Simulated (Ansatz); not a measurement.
Take Si in the diamond structure (space group Fd-3m, No. 227; a = 5.4442 Å) as the base.

Computed with r2SCAN (Ansatz, a first-principles code, PAW, without spin-orbit coupling).

One change was made to it. Results:

| quantity | base | after |
|---|---|---|
| band gap | 0.78 eV | 0.62 eV |
| density | 2.31 g/cm³ | 2.50 g/cm³ |
| smallest direct gap | 2.74 eV | 2.77 eV |

Problem. What was done to the base?
(A) pressure 4.2 GPa
(B) pressure 1.8 GPa
(C) pressure 9 GPa
(D) pressure 45 GPa

Solution. C, pressure 9 GPa. For comparison, the band gap in the other runs: pressure 4.2 GPa gives 0.70 eV; pressure 1.8 GPa gives 0.74 eV; pressure 45 GPa gives 0.16 eV.

Load acts through the strain it causes; cell and atoms are relaxed under it. Whether these cells are dynamically stable was not tested. Measured, Si leaves this structure (for the β-tin structure) near 12 GPa (room temperature; as listed in arXiv:1906.07825). A zero or small gap of Si under pressure 45 GPa can be the functional's error rather than a property of the material.
